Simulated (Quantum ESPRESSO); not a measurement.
Quantum ESPRESSO 7.5, DFT, PBE, plane waves, SSSP 1.1.2 efficiency PBE: wurtzite ZnO, 4 atoms. Basis and mesh were picked for this test and aren't claimed converged.

- cell: 3.25, 3.25, 5.21 Å; 90, 90, 120°
- task: scf
- k mesh: 12×12×6
- ecutwfc: 45 Ry
- ecutrho: 360 Ry
- occupations: smearing
- smearing: gaussian
- degauss: 0.005 Ry
- conv_thr: 4e-09 Ry
- tprnfor: true
- tstress: false
- diagonalization: david (default)
- mixing_mode: plain (default)
- mixing_beta: 0.7 (default)
- mixing_ndim: 8 (default)
- k-points computed: 76
- bands: 31
- electrons: 52
- G-vectors of the density: 37073
- FFT grid: 45×45×60
- symmetry operations: 12

It runs on a single node (AMD EPYC (Zen 5), 96 cores on 1 socket, no SMT, 12 L3 cache groups).

Times are wall-clock medians of two to five runs, from launch to exit, with nothing else on the machine. Unless noted, each process is bound to its own block of adjacent cores. Build: conda-forge: Open MPI 5.0, OpenMP, OpenBLAS 0.3.34 (pthreads), FFTW, ScaLAPACK, ELPA. Other compilers and libraries give other times. Scratch files lie in a memory file system.

Measured:

```csv
cores,layout,wall time
1,"1 rank, -nk 1",25.0 s
2,"2 ranks, -nk 2",13.9 s
4,"4 ranks, -nk 4",7.85 s
8,"8 ranks, -nk 8",5.23 s
16,"16 ranks, -nk 16",3.64 s
24,"24 ranks, -nk 12",2.88 s
32,"32 ranks, -nk 16",2.54 s
64,"64 ranks, -nk 16",2.15 s
```

Question: Take a serial part s and a parallel part w, T = s + w/p on p cores. What does the fit give for 48 ranks, -nk 16 and for 96 ranks, -nk 16, and what is measured?

Answer: A fit of relative deviations gives s = 1.86 s and w = 24.2 core-seconds; it misses the rows shown by at most 8 %.

| cores | layout | fit | measured | measured against fit |
|---|---|---|---|---|
| 48 | 48 ranks, -nk 16 | 2.36 s | 2.30 s | -3 % |
| 96 | 96 ranks, -nk 16 | 2.11 s | 2.29 s | +8 % |

Efficiency, counted from 1 core, stays above one half up to 8 cores and is 43 % at 16. The time no longer falls beyond 48 cores (2.3 s; the least measured is 2.2 s on 64, level within 8 % or the scatter of repeats). The share that grows most is that of start and exit outside the program's clock: from 2.1 % of the time on 1 core to 34 % on 96. The largest part on 96 cores, start and exit outside the program's clock, takes 0.53 s on 1 and 0.79 s there.
